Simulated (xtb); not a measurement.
xtb 6.7.1, GFN2-xTB: Mn(F)(acac)(NH3)2 (CC1=CC(C)=[O]->[Mn](<-[NH3])(<-[NH3])([F])[O]1), charge 0, multiplicity 6, 24 atoms. The geometry is a generated start, not checked to be a minimum at this level.

```json
{
 "run_flags": "--grad",
 "method": "GFN2-xTB",
 "--acc": "1 (default)",
 "--etemp (K)": "300 (default)",
 "basis_functions": "63",
 "valence_electrons": "69"
}
```

```xyz
24

Mn     0.9734     0.4675    -1.1896
F      1.3180     2.1163    -2.0096
C     -3.3536    -0.0640    -0.0429
C     -1.8507     0.0558     0.1347
C     -1.3819     0.2778     1.4372
C     -0.0379     0.4784     1.7753
C      0.2954     0.7169     3.2380
O      0.9320     0.4554     0.9716
O     -1.1376    -0.0449    -0.8971
H     -3.7978    -0.6444     0.7620
H     -3.7928     0.9325    -0.0304
H     -3.5783    -0.5286    -1.0007
H     -2.1148     0.3337     2.2267
H      1.1097     1.4350     3.3108
H     -0.5654     1.0763     3.7955
H      0.6322    -0.2226     3.6781
N      3.2395    -0.4144    -0.8700
H      3.3219    -0.4786     0.1418
H      3.8245     0.3508    -1.1940
H      3.5698    -1.2805    -1.2801
N      0.6926    -1.1210    -3.0310
H     -0.3255    -1.1165    -3.0428
H      1.0079    -2.0820    -2.9886
H      1.0194    -0.6990    -3.8950
```

Charge 0 and multiplicity 6 are set for this test and not shown to be the ground state. GFN-xTB has no spin term: --uhf 5 sets the occupations alone.

One run each on 1 thread. Values of broydamp tried: 0.02, 0.05, 0.1, 0.2, 0.4 (default), 0.6, 0.8, 1.

Task: Predict the course of the SCC iterations along this series.

Result: Fewest SCC iterations: 0.4 (default) with 14. The count rises to 40 at 0.02. All converge to one solution.

```json
[
 {"broydamp": "0.02", "SCC iterations": "40", "end": "same solution"},
 {"broydamp": "0.05", "SCC iterations": "22", "end": "same solution"},
 {"broydamp": "0.1", "SCC iterations": "17", "end": "same solution"},
 {"broydamp": "0.2", "SCC iterations": "16", "end": "same solution"},
 {"broydamp": "0.4 (default)", "SCC iterations": "14", "end": "same solution"},
 {"broydamp": "0.6", "SCC iterations": "18", "end": "same solution"},
 {"broydamp": "0.8", "SCC iterations": "19", "end": "same solution"},
 {"broydamp": "1", "SCC iterations": "21", "end": "same solution"}
]
```
